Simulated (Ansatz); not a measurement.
Base system: SrB$_{3}$C$_{3}$ (space group Pm-3n, No. 223; a = 4.8791 Å; a hypothetical phase, not in the database extracts checked).

(Cell as relaxed with PBE.)

Levels (all Ansatz, a quantum-chemistry and plane-wave program, PAW): PBE (420 eV, without spin-orbit coupling); PBEsol (420 eV, no spin-orbit coupling).

Each level relaxes its own structure.

```tsv
quantity	PBE	PBEsol
volume per atom	8.30 Å³	8.11 Å³
lattice parameter a	4.879 Å	4.843 Å
band gap	zero	zero
```

PBE's volume per atom lies 0.184 Å³ above PBEsol's (2.3 %); PBE's lattice parameter a lies 0.036 Å above PBEsol's (0.8 %); the two agree on the band gap. Neither level is exact; PBEsol is the comparison here, not a measurement.

Stability against distortions was not tested. All final runs are without spin polarisation.
